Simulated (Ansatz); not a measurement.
## TiO2: pressure 10 GPa

Start from TiO2 in the rutile structure (space group P4_2/mnm, No. 136; a = 4.591 Å, c = 2.939 Å).

Perturbation: a hydrostatic pressure of 10 GPa.

The values are results of PBEsol (Ansatz, an electronic-structure program, PAW, no SOC), not measurements. k-mesh 7×7×11 (Γ-centred); smearing 0.05 eV (Fermi–Dirac).

| quantity | base | changed | shift |
|---|---|---|---|
| volume per atom | 10.33 Å³ | 9.92 Å³ | -0.41 Å³ |
| density | 4.28 g/cm³ | 4.46 g/cm³ | +0.18 g/cm³ |
| lattice parameter a | 459.1 pm | 451.7 pm | -7.4 pm |
| c/a ratio | 0.640 | 0.646 | +0.0054 |
| shortest interatomic distance | 194.2 pm | 192.5 pm | -1.7 pm |
| enthalpy H = E + PV relative to the base's energy | – | +0.63 eV/atom | – |
| band gap | 1.87 eV | 1.90 eV | +0.03 eV |
| gap character | direct at Γ | direct at Γ | – |
| mean gap deformation potential ΔEg/Δln V | – | -0.9 eV | – |
| width of the top valence band | 1.65 eV | 1.72 eV | +0.07 eV |
| electron mass | 0.54 mₑ along c, 1.1 mₑ across (at Γ) | 0.52 mₑ along c, 1.1 mₑ across (at Γ) | – |
| valence-band top at Γ (three highest levels, from the VBM) | 0.00, -0.45, -0.45 eV | 0.00, -0.49, -0.49 eV | – |

Cost of the whole job for the changed cell (relaxation, final SCF and bands): about 50 core-seconds (a rough figure).

Load acts through the strain it causes; cell and atoms are relaxed under it. Masses are band curvatures over ±0.01 Å⁻¹ around the edge. No phonon test of stability was made. No other phases were tried under pressure. The final runs are not spin-polarised.
